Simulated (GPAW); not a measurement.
Band structure of CdPt3 (Cmmm, 4 atoms in the cell).

```
CELL_PARAMETERS angstrom
      2.88572    -3.93101     0.00000
      2.88572     3.93101     0.00000
      0.00000     0.00000     2.83469
ATOMIC_POSITIONS crystal
  Cd 0.00000 0.00000 0.00000
  Pt 0.50000 0.50000 0.00000
  Pt 0.00000 0.50000 0.50000
  Pt 0.50000 0.00000 0.50000
```

Computed with PBEsol, GPAW PAW datasets PBEsol (made by gpaw-setup) (plane waves; GPAW).

Settings: mode = pw; ecut = 600 eV; xc = PBEsol; kpts = 5 5 8; mesh shift (steps) = 0 0 0; occupations.name = fermi-dirac; occupations.width = 0.05 eV; nbands = -8; convergence.forces = 0.001 eV/Å; symmetry.symmorphic = false; symmetry.tolerance = 0.0005; maxiter = 120; bandpath_npoints = 40.

The starting cell comes from a database of computed structures (which also holds hypothetical and non-ambient phases and stackings), without a prior relaxation at this level. Spin-orbit coupling is off. Spin polarisation is off.

Levels in eV from the Fermi level, bands 27 to 34:
```json
[
 {"point": "Γ", "27": "-0.97", "28": "-0.76", "29": "-0.74", "30": "0.17", "31": "0.17", "32": "0.41", "33": "1.77", "34": "4.43"},
 {"point": "X", "27": "-1.93", "28": "-1.93", "29": "-1.18", "30": "-1.09", "31": "-0.64", "32": "-0.58", "33": "2.30", "34": "8.29"},
 {"point": "S", "27": "-1.55", "28": "-1.20", "29": "-1.19", "30": "-1.11", "31": "0.30", "32": "1.49", "33": "2.56", "34": "5.88"},
 {"point": "R", "27": "-1.52", "28": "0.28", "29": "0.29", "30": "1.06", "31": "2.19", "32": "2.26", "33": "2.71", "34": "6.15"},
 {"point": "A", "27": "-0.61", "28": "-0.15", "29": "0.20", "30": "0.83", "31": "1.19", "32": "1.36", "33": "1.75", "34": "4.57"},
 {"point": "Z", "27": "-1.65", "28": "-1.53", "29": "0.44", "30": "0.91", "31": "1.70", "32": "5.68", "33": "6.46", "34": "6.57"},
 {"point": "Y", "27": "-1.83", "28": "-1.66", "29": "-1.48", "30": "-1.43", "31": "-0.72", "32": "-0.47", "33": "1.40", "34": "9.52"},
 {"point": "X1", "27": "-1.93", "28": "-1.93", "29": "-1.18", "30": "-1.09", "31": "-0.64", "32": "-0.58", "33": "2.30", "34": "8.29"},
 {"point": "A1", "27": "-0.61", "28": "-0.15", "29": "0.20", "30": "0.83", "31": "1.19", "32": "1.36", "33": "1.75", "34": "4.57"},
 {"point": "T", "27": "0.12", "28": "0.22", "29": "0.30", "30": "0.45", "31": "0.45", "32": "1.15", "33": "1.33", "34": "4.65"}
]
```

Bands cross the Fermi level along this path, so the cell is metallic at this level.
